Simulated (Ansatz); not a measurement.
BAs: point defects

Consider a 24-atom supercell of BAs in the zinc blende structure (space group F-43m, No. 216; a = 4.768 Å) at its relaxed geometry.

One neutral defect a cell, atoms relaxed at fixed cell.

Method: PBEsol/PAW in Ansatz (an electronic-structure program), scalar-relativistic without spin-orbit coupling.

```csv
variant,pressure,largest displacement of a host atom from its site in the perfect cell,total moment of the cell
perfect supercell,0.0 GPa,–,–
"Ru on a B site, symmetric start",6.1 GPa,0.20 Å,0.2 μB
H interstitial (started 2.06 Å from the nearest host atom),?,?,?
"B vacancy, symmetric start",-0.8 GPa,0.05 Å,0.0 μB
B interstitial (started 2.06 Å from the nearest host atom),3.4 GPa,?,0.1 μB
"As interstitial (started 1.95 Å from the nearest host atom), symmetric start",11.9 GPa,0.35 Å,0.0 μB
```

Task: What belongs in the blanks?

Result: 
- H interstitial (started 2.06 Å from the nearest host atom), pressure: 1.2 GPa
- H interstitial (started 2.06 Å from the nearest host atom), largest displacement of a host atom from its site in the perfect cell: 0.02 Å
- H interstitial (started 2.06 Å from the nearest host atom), total moment of the cell: 1.0 μB
- B interstitial (started 2.06 Å from the nearest host atom), largest displacement of a host atom from its site in the perfect cell: 0.14 Å

Other magnetic orders, which the real material may have, were not ruled out. In so small a cell the defect repeats every few ångströms: this is an ordered compound, not a dilute defect. A case with no gap was solved on a k-mesh chosen for an insulator, which is coarse for it. Defects with a symmetric start kept the site's symmetry and may sit on a saddle; the others started slightly shaken. Starting moments died away, wholly or in part, for Ru on a B site, B vacancy, B interstitial (started 2.06 Å from the nearest host atom) and As interstitial (started 1.95 Å from the nearest host atom); another magnetic solution may exist.
